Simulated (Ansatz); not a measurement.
## LaN (P4/nmm, No. 129, 4 atoms in the cell; start mp-1018049; a measured phase of this formula has another space group)

Calculation: r²SCAN0 (plane waves, PAW; Ansatz, a quantum-chemistry and plane-wave program).

Settings: plane-wave cutoff 520 eV, 6×6×8 k mesh (along the axes of the cell as run), Fermi–Dirac smearing 0.01 eV, scalar-relativistic PAW data made under PBE.

Cell (relaxed with PBEsol):

Space group P4/nmm, origin choice 1 (No. 129); a = b = 4.390 Å, c = 3.612 Å, α = β = γ = 90.00°

```
atom  site  symmetry       x       y       z
----  ----  --------  ------  ------  ------
La      2c       4mm  0.5000  0.0000  0.2776
N       2a      -4m2  0.0000  0.0000  0.0000
```

```
Item                                           Value
-------------------------------------------  -------
band gap                                     3.11 eV
smallest direct gap on the k points sampled  3.44 eV
```

Note: cell and atoms aren't relaxed at this level (pressure 2.8 GPa).

Spin–orbit coupling is not included.

Computed values are for the static lattice.

A start named mp-… is a Materials Project structure, which need not be a measured phase.
